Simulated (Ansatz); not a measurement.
Given:

```
BN
1.0
    2.53853     0.00000     0.00000
   -1.26927     2.19843     0.00000
    0.00000     0.00000     4.28103
B N
2 2
Cartesian
  0.00000   1.46562   0.00081
  1.26927   0.73281   2.14132
  0.00000   1.46562   1.60458
  1.26927   0.73281   3.74509
```

All values below come from PBE, rigid bands (plane waves, PAW, scalar-relativistic; Ansatz, a first-principles code). Condition of this run: uniaxial stress along c of -18 GPa (compression positive) (the target of the relaxation). Cell: cell and atoms relaxed with PBEsol, then loaded as said.

Question: Predict the hole conductivity mass (n e² τ/σ) at 300 K, by direction if it differs.

Answer: 0.80 (x), 0.80 (y), 1.37 (z) mₑ.

Question: What conductivity effective mass do dilute electrons have at 300 K?

Answer: 0.51 (x), 0.51 (y), 0.32 (z) mₑ.

Question: And the band gap?

Answer: 5.16 eV at this level; semilocal functionals usually fall short of the measured gap.

Rigid bands, one relaxation time for all states, no polarons. Spin-orbit coupling is left out. Geometry: cell and atoms relaxed with PBEsol.
